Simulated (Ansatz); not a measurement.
Here is the system:

```
CsPbCl3
1.0
    5.73560     0.00000     0.00000
    0.00000     5.73560     0.00000
    0.00000     0.00000     5.73560
Cs Pb Cl
1 1 3
Direct
  0.00000   0.00000   0.00000
  0.50000   0.50000   0.50000
  0.00000   0.50000   0.50000
  0.50000   0.50000   0.00000
  0.50000   0.00000   0.50000
```

A single point on CsPbCl3, its geometry relaxed with PBE.

The values are results of DFT with PBE, PAW potentials and a 420 eV plane-wave cutoff in Ansatz (a program for electronic structure), noncollinear with spin-orbit coupling, not measurements. Settings: 6×6×6 k-points, 0.05 eV Fermi–Dirac smearing.

Question: Predict the pressure, gap character, hole mass and electron mass.

Answer: The pressure comes out as -0.8 kbar. The gap character comes out as direct at R and the hole mass comes out as 0.18 mₑ (at R). The electron mass is 0.19 mₑ (at R).

Single points use the geometry relaxed with PBE. Effective masses come from finite differences of ±0.01 Å⁻¹. No phonon test of stability was made. The cell is CsPbCl3 in the cubic perovskite structure (space group Pm-3m, No. 221). Many cubic perovskites are stable only at high temperature; tilts and polar distortions were not tested. This is not the structure that CsPbCl3 has at room temperature and ambient pressure.
